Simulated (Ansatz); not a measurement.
For HfGeS (P4/nmm, No. 129, 6 atoms in the cell; start mp-7918), PBEsol in Ansatz (PAW) gives:

```
Item                       Result
-------------------  ------------
lattice parameter a       3.587 Å
lattice parameter c       7.889 Å
bulk modulus              137 GPa
cohesive energy      6.03 eV/atom
```

### Question
What does r²SCAN in Ansatz (PAW) give for the same quantities?

### Answer

- lattice constant a: 3.620 Å (goes up by 0.9 %)
- lattice parameter c: 7.953 Å (goes up by 0.8 %)
- bulk modulus: 133 GPa (decreases by 2.9 %)
- cohesive energy: 5.58 eV/atom (drops by 0.45 eV/atom)

Changes are worked out from the printed values.

Unless a cell is named, each level is at its own relaxed cell (PBEsol 16.92, r²SCAN 17.37 Å³/atom).

Levels without +SOC leave out spin–orbit coupling, which shifts energies and cells of such heavy elements.

Caveats: the bulk modulus is −V dP/dV from two relaxed cells at ±2 % in volume (PBEsol, r²SCAN); the relaxation could not lower the start's symmetry, so the cell can be a saddle point above a distorted one (PBEsol, r²SCAN). Ansatz's density-functional and Hartree–Fock values are scalar-relativistic unless marked +SOC, with PAW data made under PBE.

A start named mp-… is a Materials Project structure, which need not be a measured phase.

Ansatz is a quantum-chemistry and plane-wave program.
